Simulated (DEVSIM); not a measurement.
Structure: Schottky contact on n-type CdTe, at 300 K.

| layer (left to right) | material | thickness (μm) | Nd (cm⁻³) | τn (s) | τp (s) |
|---|---|---|---|---|---|
| 1 | CdTe | 2.60 | 3.6e16 | 3.6e-10 | 3.6e-10 |

Left contact: Schottky, work function 4.99 eV, emission velocity 7.1e6 cm/s. Right contact: ohmic. Voltage is applied to the left contact. Recombination: SRH at mid-gap, radiative. Mobility is constant in doping.

The device is made up for the run: typed textbook-type constants, with dimensions and the other settings drawn at random. Values at 300 K; Nc and Nv go as T^1.5, mobilities as T to minus their exponent, the gap by Varshni's rule with the affinity fixed.

| parameter | CdTe |
|---|---|
| gap (eV) | 1.5 |
| affinity (eV) | 4.28 |
| permittivity | 10.2 |
| Nc (cm⁻³) | 8e17 |
| Nv (cm⁻³) | 1.8e19 |
| μn (cm²/Vs) | 1000 |
| μp (cm²/Vs) | 80 |
| T exponent of μn | 1.7 |
| T exponent of μp | 1.5 |
| B (cm³/s) | 1e-10 |
| Varshni α (eV/K) | 0.00031 |
| Varshni β (K) | 108 |

DEVSIM, 1D drift-diffusion, Boltzmann statistics, complete ionisation; no tunnelling, impact ionisation, image-force lowering or self-heating. Metal contacts follow the ideal Schottky-Mott rule: no Fermi-level pinning, no interface dipoles.

The temperature was swept, all else fixed.

```csv
temperature (K),largest field in the device at zero bias (V/cm),dark forward voltage at 1 A/cm² (V),dark forward voltage at 100 A/cm² (V),potential step across the device at zero bias (V)
250,89000,0.423,0.528,0.649
300,88000,0.359,0.485,0.630
350,86000,0.294,0.441,0.609
400,84000,0.228,0.397,0.588
450,82000,0.163,0.353,0.566
500,80000,0.100,0.310,0.543
```

From the first row to the last the largest field in the device at zero bias goes from 89000 to 80000. From the first row to the last the dark forward voltage at 1 A/cm² goes from 0.423 to 0.100.
